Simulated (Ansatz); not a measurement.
Base system: SiSe2 (space group Ibam, No. 72; a = 6.3014 Å, b = 9.3016 Å, c = 5.8556 Å; made of chains).

Modification: Sn takes the place of Si on all its sites, then cell and atoms are relaxed.

Levels (all Ansatz, a quantum-chemistry and plane-wave program, PAW): PBEsol (420 eV, scalar-relativistic without spin-orbit coupling); PBEsol+SOC (420 eV, noncollinear with spin-orbit coupling).

The geometry is relaxed with PBEsol.

| Quantity | Value |
|---|---|
| PBEsol gap character | indirect, Γ → X |
| PBEsol band gap | 1.20 eV |
| PBEsol valence-band top at Γ | 0.00, -0.04, -0.82 eV |

Task: What does PBEsol+SOC give at this geometry for the gap character, band gap and valence-band top at Γ?

Result: The gap character is still indirect, Γ → X; the band gap falls by 0.11 eV, from 1.20 eV to 1.09 eV; the valence-band top at Γ (three highest Kramers pairs, from the VBM) changes from 0.00, -0.04, -0.82 eV to 0.00, -0.24, -0.93 eV.

Single points use the geometry relaxed with PBEsol. Differences between runs with and without spin-orbit coupling are approximate. No phonon test of stability was made. As relaxed here, SnSe2 is a hypothetical phase, not in the database extracts checked. No dispersion term is included in the PBEsol runs.
